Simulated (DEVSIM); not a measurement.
# Schottky contact on n-type InP

Structure: Schottky contact on n-type InP, at 300 K.

| layer (left to right) | material | thickness (μm) | Nd (cm⁻³) | τn (s) | τp (s) |
|---|---|---|---|---|---|
| 1 | InP | 7.10 | 1.7e14 | 4.7e-10 | 4.7e-10 |

Left contact: Schottky, work function 5.22 eV, emission velocity 6.3e6 cm/s. Right contact: ohmic. Voltage is applied to the left contact. Recombination: SRH at mid-gap, radiative, Auger. Mobility is constant in doping.

This is a model device: material constants are rounded textbook-type values typed into the input, and sizes, dopings and lifetimes were drawn at random. Values at 300 K.

```csv
parameter,InP
gap (eV),1.344
affinity (eV),4.38
permittivity,12.5
Nc (cm⁻³),5.7e17
Nv (cm⁻³),1.1e19
μn (cm²/Vs),5200
μp (cm²/Vs),170
B (cm³/s),1.2e-10
Cn (cm⁶/s),9e-31
Cp (cm⁶/s),9e-31
```

Model (solved in DEVSIM): 1D drift-diffusion, Boltzmann statistics, complete ionisation; no tunnelling, impact ionisation, image-force lowering or self-heating. Metal contacts follow the ideal Schottky-Mott rule: no Fermi-level pinning, no interface dipoles.

- Potential step across the device at zero bias: 0.630 V
- Largest field in the device at zero bias: 5500 V/cm
- Dark forward voltage at 1 A/cm²: 0.517 V
- Dark forward voltage at 100 A/cm²: 1.127 V

Small-signal capacitance in reverse bias (quasi-static):

```
V (V)  C (nF/cm²)
-----  ----------
-0.1         4.62
-0.25        4.20
-0.5         3.69
-0.75        3.34
-1           3.06
-1.5         2.68
-2           2.41
-2.5         2.20
-3.25        1.98
-4           1.81
-5           1.65
```

Dark reverse current:

| V (V) | J (A/cm²) |
|---|---|
| -0.10 | -6.6e-8 |
| -0.25 | -1.3e-7 |
| -0.50 | -2.1e-7 |
| -0.75 | -2.8e-7 |
| -1.00 | -3.5e-7 |
| -1.50 | -4.6e-7 |
| -2.00 | -5.6e-7 |
| -2.50 | -6.5e-7 |
| -3.25 | -7.7e-7 |
| -4.00 | -8.8e-7 |
| -5.00 | -1.0e-6 |
